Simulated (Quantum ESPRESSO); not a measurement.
Quantum ESPRESSO run on SrMg6Sb (Amm2, 8 atoms in the cell): self-consistent single point.

Method: PW91, GBRV 1.5 ultrasoft (PBE) pseudopotentials (plane waves; Quantum ESPRESSO).

```
SrMg6Sb
1.0
    5.31268     0.00000     0.00000
    0.00000     3.55936     5.96640
    0.00000    -3.55936     5.96640
Sr Mg Sb
1 6 1
Direct
  0.00000   0.82842   0.82842
  0.00000   0.32514   0.83152
  0.00000   0.83152   0.32514
  0.00000   0.33939   0.33939
  0.50000   0.20244   0.64910
  0.50000   0.64910   0.20244
  0.50000   0.16819   0.16819
  0.50000   0.65579   0.65579
```

Reference input (self-consistent single point, DFT, LDA (PZ), plane waves, GBRV 1.5 ultrasoft (LDA) pseudopotentials): ecutwfc = 40 Ry; ecutrho = 200 Ry; occupations = smearing; smearing = marzari-vanderbilt; degauss = 0.0036749 Ry; potentials = {Sr: sr_lda_v1.uspp.F.UPF, Mg: mg_lda_v1.4.uspp.F.UPF, Sb: sb_lda_v1.4.uspp.F.UPF}; K_POINTS = automatic 4 3 3 0 0 0; conv_thr = 1e-10 Ry; mixing_beta = 0.4. This run's input differs from it in these lines:

```diff
@@ -17,2 +17,3 @@
   degauss = 0.0036749
+  input_dft = 'pw91'
 /
@@ -23,5 +24,5 @@
 ATOMIC_SPECIES
-Sr    87.6200  sr_lda_v1.uspp.F.UPF
-Mg    24.3050  mg_lda_v1.4.uspp.F.UPF
-Sb   121.7600  sb_lda_v1.4.uspp.F.UPF
+Sr    87.6200  sr_pbe_v1.uspp.F.UPF
+Mg    24.3050  mg_pbe_v1.4.uspp.F.UPF
+Sb   121.7600  sb_pbe_v1.4.uspp.F.UPF
 CELL_PARAMETERS angstrom
```

Output, abridged:

```
     Self-consistent Calculation

     iteration #  1     ecut=    40.00 Ry     beta= 0.40

     negative rho (up, down):  6.462E-02 0.000E+00

     total energy              =   -1007.74569640 Ry
     estimated scf accuracy    <       1.63717922 Ry

     iteration #  2     ecut=    40.00 Ry     beta= 0.40

     negative rho (up, down):  6.432E-02 0.000E+00

     total energy              =   -1007.79088624 Ry
     estimated scf accuracy    <       0.23660412 Ry

     iteration #  3     ecut=    40.00 Ry     beta= 0.40

     negative rho (up, down):  6.465E-02 0.000E+00

     total energy              =   -1007.81273940 Ry
     estimated scf accuracy    <       0.03002333 Ry

   [... 7 blocks of this kind left out ...]

     iteration # 11     ecut=    40.00 Ry     beta= 0.40

     negative rho (up, down):  6.546E-02 0.000E+00

     total energy              =   -1007.81493374 Ry
     estimated scf accuracy    <          1.7E-10 Ry

     iteration # 12     ecut=    40.00 Ry     beta= 0.40

     negative rho (up, down):  6.546E-02 0.000E+00
     End of self-consistent calculation

     the Fermi energy is     5.8122 ev

!    total energy              =   -1007.81493374 Ry
     estimated scf accuracy    <          4.0E-11 Ry
     smearing contrib. (-TS)   =      -0.00015704 Ry
     internal energy E=F+TS    =   -1007.81477671 Ry

     convergence has been achieved in  12 iterations

     negative rho (up, down):  6.546E-02 0.000E+00

     Forces acting on atoms (cartesian axes, Ry/au):

     atom    1 type  1   force =     0.00000000    0.00000000   -0.00097349
     atom    2 type  2   force =     0.00000000    0.00254537    0.00200366
     atom    3 type  2   force =     0.00000000   -0.00254537    0.00200366
     atom    4 type  2   force =     0.00000000    0.00000000   -0.00055567
     atom    5 type  2   force =     0.00000000    0.00178416    0.00390273
   [... lines left out ...]
     Total force =     0.013531     Total SCF correction =     0.000010
   [... lines left out ...]

     negative rho (up, down):  6.546E-02 0.000E+00
          total   stress  (Ry/bohr**3)                   (kbar)     P=      -19.36
  -0.00013337   0.00000000   0.00000000          -19.62        0.00        0.00
   0.00000000  -0.00012657   0.00000000            0.00      -18.62        0.00
   0.00000000   0.00000000  -0.00013497            0.00        0.00      -19.85

   JOB DONE.
```

The run converged in 12 iterations. Against the reference run the pressure goes from -3.94 to -1.94 GPa and the largest force goes from 0.275 to 0.286 eV/Å.

The starting cell comes from a database of computed structures (which also holds hypothetical and non-ambient phases and stackings), without a prior relaxation at this level. Its lattice was rescaled by a random factor within 2.5 % of one.

Cost on one core of a shared machine: roughly 80 s.
